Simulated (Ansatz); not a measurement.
The parent structure is MgSe in the rock salt structure (space group Fm-3m, No. 225).

```cif
data_MgSe
_chemical_formula_sum 'Mg1 Se1'
_space_group_name_H-M_alt 'P 1'
_space_group_IT_number 1
_cell_length_a 3.89477
_cell_length_b 3.89477
_cell_length_c 3.89477
_cell_angle_alpha 60.000
_cell_angle_beta 60.000
_cell_angle_gamma 60.000
loop_
_space_group_symop_operation_xyz
  'x, y, z'
loop_
_atom_site_label
_atom_site_type_symbol
_atom_site_fract_x
_atom_site_fract_y
_atom_site_fract_z
_atom_site_occupancy
Mg1 Mg 0.00000 0.00000 0.00000 1
Se1 Se 0.50000 0.50000 0.50000 1
```

Method: PBE/PAW in Ansatz (a program for electronic structure), no SOC.

For the base:

| Property | Value |
|---|---|
| Valley order | X along ⟨100⟩ 1.77 eV; Γ 2.40 eV |

Modification: a hydrostatic pressure of 2.1 GPa.

Q: Estimate the effect on the mean gap deformation potential ΔEg/Δln V and valley order.

A: The mean gap deformation potential ΔEg/Δln V is -1.7 eV; the valley order (the lowest conduction-band minima on the path, energy above the VBM, named in the base's zone) goes from X along ⟨100⟩ 1.77 eV; Γ 2.40 eV to X along ⟨100⟩ 1.83 eV; Γ 2.61 eV.

Load acts through the strain it causes; cell and atoms are relaxed under it. No phonon test of stability was made.
